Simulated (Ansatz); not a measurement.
The starting structures come from a database of crystals and need not be the phases stable at ambient conditions.

By PBEsol, the system below comes out a metal.

Here is the system:

```yaml
crystal:
  lattice:
    - [3.30084, 0.00000, 0.00000]
    - [-1.65042, 2.85861, 0.00000]
    - [0.00000, 0.00000, 3.86250]
  atoms:
    - { symbol: Y, position: [0.00000, 0.00000, 0.00000] }
    - { symbol: B, position: [0.33333, 0.66667, 0.50000] }
    - { symbol: B, position: [0.66667, 0.33333, 0.50000] }
```

Space group of this cell: P6/mmm. The cell is taken as given; by PBEsol its mean pressure is -4.4 GPa.

The current flows along the normal of the first two printed cell vectors, the (001) plane of the conventional cell. No spin-orbit coupling; the value is a mean over 0.1 eV about the Fermi level.

Task: Predict the ballistic conductance per area from PBEsol run with Ansatz (a first-principles code).

Result: 0.55 × 10¹⁵ S/m² for both spins.
